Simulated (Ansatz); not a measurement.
The starting structures come from a database of crystals and need not be the phases stable at ambient conditions.

Tunnelling through a barrier is set by its complex band structure: the current falls as exp(−2κd) with the smallest κ.

```
CELL_PARAMETERS angstrom
      6.66958     0.00000     0.00000
      1.16066     8.18412     0.00000
     -1.30752     0.13202     4.05940
ATOMIC_POSITIONS crystal
  La 0.96715 0.77788 0.21128
  La 0.03285 0.22212 0.78872
  B  0.65010 0.14738 0.16482
  B  0.34990 0.85262 0.83518
  B  0.56273 0.80715 0.43847
  B  0.43727 0.19285 0.56153
  Cl 0.79977 0.45674 0.14772
  Cl 0.20023 0.54326 0.85228
  O  0.46493 0.17701 0.89921
  O  0.53507 0.82299 0.10079
  O  0.62438 0.18158 0.47541
  O  0.37562 0.81842 0.52459
  O  0.76377 0.79178 0.63471
  O  0.23623 0.20822 0.36529
  O  0.15440 0.92020 0.83894
  O  0.84560 0.07980 0.16106
```

Space group of this cell: P-1. The cell is taken as given; by r2SCAN its mean pressure is -2.8 GPa.

Transport runs along the normal of the first two printed cell vectors.

The gap is the functional's own, uncorrected, and κ follows it; spin-orbit coupling is left out. Mid-gap values are interpolated between the computed energies.

Task: Compute, with r2SCAN in Ansatz (a quantum-chemistry and plane-wave program), the band gap and the smallest decay constant κ at mid-gap.

Result: Gap 4.88 eV on a 6×4×8 mesh; κ = 0.450 1/Å, at the zone centre.
